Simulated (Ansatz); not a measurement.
# alpha quartz: the defect K interstitial

The numbers are results of PBE, PAW (plane waves to 420 eV; Ansatz, a first-principles code), not measurements. Cell: 72 sites, 2×2×2; final energies on a 2×2×2 Γ-centred mesh. Site at the start: void with 6O2Si nearest. Finite-size correction: monopole term and site-potential alignment. Dielectric constants: PBE linear response of the host. Host gap at this level: 5.68 eV. A cell of this size leaves errors of a few tenths of an eV. PBE underestimates the host's gap, which shifts levels and can delocalise carriers. Spin–orbit coupling is left out. Each state is the lowest found from its start.

The name describes the start; the neighbours show where the added atom ended.

```json
[
 {"charge": "+1", "moment (μB)": "not spin-polarised", "point group": "C2", "largest move off a lattice site (Å)": "0.72", "neighbours of the added atom at the end (Å)": "O 2.48, O 2.48, O 2.60, O 2.60, O 2.65, O 2.66", "image correction with alignment (eV)": "0.68"},
 {"charge": "0*", "moment (μB)": "quenched", "point group": "–", "largest move off a lattice site (Å)": "0.71", "neighbours of the added atom at the end (Å)": "O 2.48, O 2.48, O 2.60, O 2.60, O 2.65, O 2.65", "image correction with alignment (eV)": "–"}
]
```

* At this level the carrier isn't localised at the defect: at charge 0 electrons occupy the conduction band. Such a state is shallow or no state of the defect, and this cell gives it no level.

Point groups are those of the whole cell at tolerances of 0.03 and 0.1 Å ("near" where only the looser one holds); none is given for unsettled states.

Starting moments that weren't kept: charge 0 began with 1 μB and ended with 0.0.

No other site or start that was run ended lower by more than 0.1 eV.

Flagged in the runs: a doubtful potential alignment, a host whose relaxation on this sampling wasn't shown to rest, a strain field that reaches the edge of the cell.
